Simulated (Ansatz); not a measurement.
```yaml
crystal:
  lattice:
    - [18.00000, 0.00000, 0.00000]
    - [0.00000, 18.00000, 0.00000]
    - [0.00000, 0.00000, 5.42656]
  atoms:
    - { symbol: Na, position: [0.69312, 0.50000, 0.00000] }
    - { symbol: Cl, position: [0.64306, 0.64306, 0.00000] }
    - { symbol: Na, position: [0.50000, 0.69312, 0.00000] }
    - { symbol: Cl, position: [0.35694, 0.64306, 0.00000] }
    - { symbol: Na, position: [0.30688, 0.50000, 0.00000] }
    - { symbol: Cl, position: [0.35694, 0.35694, 0.00000] }
    - { symbol: Na, position: [0.50000, 0.30688, 0.00000] }
    - { symbol: Cl, position: [0.64306, 0.35694, 0.00000] }
    - { symbol: Cl, position: [0.70231, 0.50000, 0.50000] }
    - { symbol: Na, position: [0.63656, 0.63656, 0.50000] }
    - { symbol: Cl, position: [0.50000, 0.70231, 0.50000] }
    - { symbol: Na, position: [0.36344, 0.63656, 0.50000] }
    - { symbol: Cl, position: [0.29769, 0.50000, 0.50000] }
    - { symbol: Na, position: [0.36344, 0.36344, 0.50000] }
    - { symbol: Cl, position: [0.50000, 0.29769, 0.50000] }
    - { symbol: Na, position: [0.63656, 0.36344, 0.50000] }
```

Levels: PBE (plane waves to 420 eV, PAW; Ansatz, an electronic-structure program); r2SCAN (plane waves to 500 eV, PAW; Ansatz); HSE06 in Ansatz. Unmarked values and the geometry are of the first. Mesh 1×1×6. No spin polarisation. Periodic along z alone, with about 11 Å of vacuum beside it. A hypothetical model. Only distortions within the start's symmetry and period were free. HSE06 ran on a 1×1×4 mesh and at PBE's edge points. Buckling under compression is shut out by symmetry and the short period.

**Question.** Give the properties of this body.

**Answer.** 
| Property | Value |
|---|---|
| largest distance between nuclei across the axis | 7.28 Å |
| PBE gap | 4.97 eV, direct at Γ |
| electron mass along the axis (PBE) | 0.61 mₑ |
| hole mass along the axis (PBE) | 1.8 mₑ |
| valence and conduction edges under the vacuum level (PBE) | 6.78 and 1.82 eV |
| r2SCAN gap at this geometry | 5.70 eV |
| HSE06 gap at this geometry | 6.20 eV |
| axial stiffness dF/dε | 48 nN |
